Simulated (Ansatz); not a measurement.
CaSe: energy against strain

CaSe (rock salt, Fm-3m, 25.263 Å³/atom at rest) under an equal strain ε in the (001) plane with the normal axis free, as in a coherent film. PBEsol in Ansatz, a plane-wave DFT program (PAW, default set), 420 eV, 10×10×10 Γ-centred mesh, Fermi-Dirac smearing 0.05 eV; ions are relaxed within the symmetry of each cell.

Here s stands for strain and y for E less E0.

| strain (%) | E less E0 (meV/atom) |
|---|---|
| -3.00 | ? |
| -1.50 | 4.92 |
| -1.00 | 2.14 |
| -0.50 | 0.52 |
| 0.00 | 0.00 |
| 0.50 | 0.51 |
| 1.00 | 2.00 |
| 1.50 | 4.41 |

Taking a parabola for y over the 7 complete rows: Least squares gives y = -0.003 - 0.1300·s + 2.0743·s². Residuals (row less fit): 0.061, -0.061, -0.061, 0.003, 0.059, 0.059, -0.059; standard error 0.074 (degrees of freedom: 4). Twice the quadratic coefficient over the volume, 2 × 2.0743 meV × 10⁴ × 0.1602 / 25.263 Å³, is twice the biaxial elastic modulus of this plane = 263 ± 4 GPa.

**Question.** Predict the withheld y at s = -3.00 from the fit, and compare with the calculation.

**Answer.** y = -0.003 - 0.1300 × (-3.0) + 2.0743 × (-3.0)² = 19.056 meV/atom. The calculation gives 20.92 meV/atom, 1.864 meV/atom above the prediction (8.9 % of the range of y in the table). The row lies outside the fitted rows, so this is an extrapolation. From the scatter of the fitted rows alone, a prediction at this place has a standard error of 0.281 meV/atom, so the miss is 6.6 times that.

One order more, fitted to all 13 runs of the series, follows each within 0.02, so the miss is the next term of a smooth law. Rows are the converged runs of the series near zero and its far end; series whose fitted rows scatter by over a few per cent of the range, as at a crossing or softening among them, aren't shown in this form. Most that stay on the fit to the last digits aren't either.
